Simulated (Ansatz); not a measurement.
Ansatz (a quantum-chemistry and plane-wave program) run on SnSeS (P3m1, 3 atoms in the cell): relaxation of cell and atoms.

Level of theory: LDA (PW92), PAW files made with PBE (plane waves; Ansatz).

```yaml
crystal:
  lattice:
    - [3.82713, 0.00000, 0.00000]
    - [-1.91357, 3.31439, 0.00000]
    - [0.00000, 0.00000, 6.47731]
  atoms:
    - { symbol: Sn, position: [0.33333, 0.66667, 0.00765] }
    - { symbol: Se, position: [0.00000, 0.00000, 0.75771] }
    - { symbol: S, position: [0.66667, 0.33333, 0.23464] }
```

Reference input (self-consistent single point, DFT, LDA (PW92), plane waves, PAW files made with PBE): kpoints.mp_grid.grid = 8 8 4; hamiltonian.xc = lda; hamiltonian.pseudopotentials = {kind: paw} (an earlier, softer set of the program's PAW files); scf.occupations.method = fixed. This run's input differs from it in these lines:

```diff
@@ -16,2 +16,4 @@
   occupations: { method: fixed }
+relax:
+  cell: {}
 output:
```

Output, abridged:

```
   [... SCF lines of the steps left out ...]
relax step   1: F+E_penalty+E_count = -12133.28381349 eV  Δ(F+E_penalty+E_count) = +0.000e0 eV  max|allowed force component| = 5.396e-1 eV/Å  Δτ_max = 0.0000 Å  P = -5.185 GPa  Ω = 82.162 Å³  (9 SCF iters, dr2 threshold 1.00e-7 eV, accepted)
relax step   2: F+E_penalty+E_count = -12133.36590727 eV  Δ(F+E_penalty+E_count) = -8.209e-2 eV  max|allowed force component| = 7.871e-1 eV/Å  Δτ_max = 0.0102 Å  P = +3.737 GPa  Ω = 72.086 Å³  energy of the carried Pulay correction = +1.237e-3 eV  [...]
   [... lines left out ...]
relax step   7: F+E_penalty+E_count = -12133.44467178 eV  Δ(F+E_penalty+E_count) = -7.535e-5 eV  max|allowed force component| = 1.943e-3 eV/Å  Δτ_max = 0.0046 Å  P = +0.003 GPa  Ω = 69.329 Å³  energy of the carried Pulay correction = +1.604e-3 eV  [...]
relax step   8: F+E_penalty+E_count = -12133.44334685 eV  Δ(F+E_penalty+E_count) = +1.325e-3 eV  max|allowed force component| = 2.175e-3 eV/Å  Δτ_max = 0.0000 Å  P = -0.001 GPa  Ω = 69.329 Å³  stress off target by 1.08e-2 GPa  SCF on the basis [...]
basis re-selected at this cell: Δ(F+E_penalty+E_count) = +1.325e-3 eV, ΔP = -0.004 GPa vs the last step
the relaxation is at rest under the 6 symmetry operations that the run kept from its start: a minimum is not shown …
Free energy (F): -12133.443347 eV
Internal energy: -12133.443347 eV  (E = F + TS)
E sigma→0 (E₀):  -12133.443347 eV
Fermi energy:    7.822089 eV
--- Forces (eV/Å), atoms counted from 1 ---
  atom   1  Sn    -0.00000000     0.00000000     0.00096841
  atom   2  Se    -0.00000000     0.00000000    -0.00217706
   [... lines left out ...]
  cell:  # Å, volume = 69.3287 Å³
   [... lines left out ...]
    - [-1.8575654772017878, 3.2173977848994233, 9.476561488956906e-18]
    - [-3.207761397204637e-17, 1.9811729629897432e-32, 5.800079633822215]
  atoms:
    - { symbol: Sn, position: [0.3333333333333333, 0.6666666666666666, 0.007985566649356275] }
    - { symbol: Se, position: [-1.5086610948921069e-18, -1.609835642791771e-32, 0.733623070598517] }
    - { symbol: S, position: [0.6666666666666666, 0.3333333333333333, 0.258391362752127] }
```

The run converged. 

Summary of the result:
```
Item                                                                                                                     Result
------------------------------------------------  -----------------------------------------------------------------------------
Free energy E − TS (on the zero of these files)                                                                  -12133.4433 eV
Top of the valence band (on the code's own zero)                                                                        7.82 eV
Gap on the k-point mesh                                                                                                 0.78 eV
Pressure                                                                                                               0.00 GPa
Largest force (vector length)                                                                                        0.002 eV/Å
Final cell                                        a = 3.7151 Å, b = 3.7151 Å, c = 5.8001 Å, α = 90.00°, β = 90.00°, γ = 120.00°
Final volume per atom                                                                                                  23.11 Å³
Relaxation steps                                                                                                              8
```

The starting cell comes from a database of computed structures (which also holds hypothetical and non-ambient phases and stackings), without a prior relaxation at this level. Its lattice was rescaled by a random factor within 2.5 % of one. The relaxation keeps the symmetry of its start, so its end need not be a minimum. Ansatz's pressure includes its estimate of the finite-basis (Pulay) stress.

Cost on one core of a shared machine: roughly 40 s.

Keys are those of Ansatz 0.2.
